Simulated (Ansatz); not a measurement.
An Ansatz (a first-principles code) input for K(Cl,Br) alloy cell K8Br7Cl (rock salt start):

Ansatz 0.2 input:
```yaml
crystal:
  lattice:
    - [0.000000011, 6.665284672, 6.665284675]
    - [6.665284678, 0.000000006, 6.66528468]
    - [6.665284686, 6.665284685, -0.000000002]
  atoms:
    - { symbol: K, position: [-0.003272844, -0.003272846, 0.003272843] }
    - { symbol: K, position: [0.000000012, 0.000000001, 0.499999999] }
    - { symbol: K, position: [-0.00327284, 0.503272844, 0.003272845] }
    - { symbol: K, position: [-0.003272851, 0.503272846, 0.496727155] }
    - { symbol: K, position: [0.503272841, -0.003272834, 0.003272844] }
    - { symbol: K, position: [0.503272847, -0.003272848, 0.496727151] }
    - { symbol: K, position: [0.499999995, 0.499999999, 0.0] }
    - { symbol: K, position: [0.503272852, 0.50327285, 0.496727159] }
    - { symbol: Br, position: [0.249999996, 0.250000003, 0.250000012] }
    - { symbol: Br, position: [0.249999994, 0.249999996, 0.749999999] }
    - { symbol: Br, position: [0.249999989, 0.750000001, 0.250000004] }
    - { symbol: Br, position: [0.250000009, 0.749999993, 0.749999996] }
    - { symbol: Br, position: [0.750000004, 0.249999995, 0.25] }
    - { symbol: Br, position: [0.749999999, 0.25000001, 0.74999999] }
    - { symbol: Cl, position: [0.75, 0.749999999, 0.250000018] }
    - { symbol: Br, position: [0.749999997, 0.74999999, 0.749999985] }
basis:
  ecutwfc: 420
  ecutrho_ratio: 4
  xc_grid: 2
kpoints:
  mp_grid: { grid: [4, 4, 4] }
hamiltonian:
  xc: pbe
  dispersion: none
  pseudopotentials: { kind: paw }
scf:
  n_extra_bands: 13
  occupations: { method: fermi_dirac, width: 0.01 }
output:
  forces: true
  stress: true
  eigenstates:
    kpoints:
      - [0.0, 0.0, 0.0]
      - [-0.15, 0.0, -0.15]
      - [0.0, -0.15, -0.15]
    e_range: [-4.0, 6.0]
    localisation: true
relax:
  f_tol: 0.03
  max_steps: 90
  cell: { stress_tol: 0.15 }
```

These are PBE (plane waves to 420 eV, PAW; Ansatz) values and carry that method's errors. No spin–orbit coupling. Its k-point mesh 4×4×4, Fermi–Dirac width 0.01 eV.

### Question
What does the end of the output print (band table and long remarks left out, numbers rounded to eight decimals)?

### Answer
```
SCF converged after 3 iterations
Free energy (F): -32892.715855 eV
Harris-Foulkes:  -32892.715855 eV  (|F-HF|=1.51e-9)
Internal energy: -32892.715855 eV  (E = F + TS)
E sigma→0 (E₀):  -32892.715855 eV
Fermi energy:    2.960029 eV
--- Per-component energies (eV) ---
  E_band       = -1109.116559
  E_kinetic    = 3131.333433
  E_local      = -6866.623296  (includes V_loc(G=0)·N_el)
  E_nonlocal   = 620.468857
  E_hartree    = 2243.517928
  E_xc         = -3045.875911
  E_vxc        = -2173.272871  (∫ρ·V_xc dr)
  E_paw        = -22639.656274  (= ΣΔE_a)
  E_vpaw       = -308.058204  (= ΣTr[D̂ρ^β])
  E_aug_tail   = 0.000059  (compensation charges beyond the density's cutoff)
  E_ewald      = -6335.880651
  E_smearing   = 0.000000  (= −TS)
  E_closure    = 0.000000  (closes the sum)
  Σ components = -32892.715855   (vs F -32892.715855, Δ=0.00e0)
--- Forces (eV/Å), atoms counted from 1 ---
  atom   1  K      0.00000000     0.00000000    -0.01854344
  atom   2  K      0.00000000    0.00000000    0.00000000
  atom   3  K      0.01854344     0.00000000     0.00000000
  atom   4  K     0.00000000    -0.01854344    0.00000000
  atom   5  K      0.00000000     0.01854344     0.00000000
  atom   6  K     -0.01854344    0.00000000    0.00000000
  atom   7  K      0.00000000     0.00000000     0.00000000
  atom   8  K     0.00000000     0.00000000     0.01854344
  atom   9  Br     0.00000000    0.00000000    0.00000000
  atom  10  Br     0.00000000    0.00000000     0.00000000
  atom  11  Br     0.00000000    0.00000000     0.00000000
  atom  12  Br     0.00000000    0.00000000     0.00000000
  atom  13  Br     0.00000000    0.00000000    0.00000000
  atom  14  Br     0.00000000     0.00000000     0.00000000
  atom  15  Cl     0.00000000    0.00000000    0.00000000
  atom  16  Br     0.00000000     0.00000000    0.00000000
  max |Σ_I F_I| component: 6.94e-18 eV/Å
--- Stress (GPa, compression-positive) ---
        0.012072       0.000000      0.000000
       0.000000       0.012072      0.000000
       0.000000       0.000000       0.012072
  P = ⅓ Tr σ = 0.0121 GPa (0.121 kbar)
--- Relaxed structure (1 steps of the walk, 1 accepted, 1 SCFs on fresh bases) ---
  F+E_penalty+E_count = -32892.71585482 eV   max|allowed force component| = 1.854e-2 eV/Å   (the final SCF, on the basis selected at the relaxed cell)
  cell:  # Å, volume = 592.2241 Å³
    - [0.0, 6.66528468, 6.66528468]
    - [6.66528468, 0.0, 6.66528468]
    - [6.66528468, 6.66528468, 0.0]
  atoms:
    - { symbol: K, position: [-0.00327285, -0.00327285, 0.00327285] }
    - { symbol: K, position: [0.0, 0.0, 0.50000000] }
    - { symbol: K, position: [-0.00327285, 0.50327285, 0.00327285] }
    - { symbol: K, position: [-0.00327285, 0.50327285, 0.49672715] }
    - { symbol: K, position: [0.50327285, -0.00327285, 0.00327285] }
    - { symbol: K, position: [0.50327285, -0.00327285, 0.49672715] }
    - { symbol: K, position: [0.50000000, 0.50000000, 0.0] }
    - { symbol: K, position: [0.50327285, 0.50327285, 0.49672715] }
    - { symbol: Br, position: [0.25000000, 0.25000000, 0.25000000] }
    - { symbol: Br, position: [0.25000000, 0.25, 0.75000000] }
    - { symbol: Br, position: [0.25, 0.75000000, 0.25000000] }
    - { symbol: Br, position: [0.25, 0.75000000, 0.75000000] }
    - { symbol: Br, position: [0.75000000, 0.25000000, 0.25] }
    - { symbol: Br, position: [0.75000000, 0.25000000, 0.75000000] }
    - { symbol: Cl, position: [0.75000000, 0.75000000, 0.25000000] }
    - { symbol: Br, position: [0.75000000, 0.75000000, 0.75000000] }
```

Cost: roughly 40 core-seconds.
